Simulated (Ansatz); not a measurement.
## SnO2: band gap against strain

SnO2 (rutile, P4_2/mnm, 11.858 Å³/atom at rest, c along z) under an equal strain ε in the (001) plane with the normal axis free, as in a coherent film. LDA in Ansatz, a plane-wave DFT program (PAW, default set), 420 eV, 7×7×10 Γ-centred mesh, Fermi-Dirac smearing 0.05 eV; ions are relaxed within the symmetry of each cell. Gaps are the smallest over the k-mesh and a band path, without spin-orbit coupling; in all rows the valence edge lies at Γ and the conduction edge at Γ.

Here s stands for strain and Eg for gap.

| strain (%) | gap (eV) |
|---|---|
| -3.00 | ? |
| -1.80 | 1.345 |
| -1.20 | 1.283 |
| -0.60 | 1.221 |
| 0.00 | 1.161 |

Taking a straight line for Eg over the 4 complete rows: Means: s -0.90000, Eg 1.2525. About the means, the sum of products is -0.18420 and the sum of squares of s is 1.8000; the slope is their ratio. Least squares gives Eg = 1.1604 - 0.10233·s. Residuals (row less fit): 0.0004, -0.0002, -0.0008, 0.0006; standard error 0.0008 (degrees of freedom: 2). Over these rows the gap moves by -10 ± 0.06 eV per unit strain.

Question: Predict the withheld Eg at s = -3.00 from the fit, and compare with the calculation.

Answer: Eg = 1.1604 - 0.10233 × (-3.0) = 1.4674 eV. The calculation gives 1.471 eV, 0.0036 eV above the prediction (1.2 % of the range of Eg in the table). The row lies outside the fitted rows, so this is an extrapolation. From the scatter of the fitted rows alone, a prediction at this place has a standard error of 0.0015 eV, so the miss is 2.4 times that.

One order more, fitted to all 6 runs of the series, follows each within 0.001, so the miss is the next term of a smooth law. Spin-orbit coupling is left out, which can shift this property for SnO2. Rows are the converged runs of the series near zero and its far end; series whose fitted rows scatter by over a few per cent of the range, as at a crossing or softening among them, aren't shown in this form. Most that stay on the fit to the last digits aren't either.
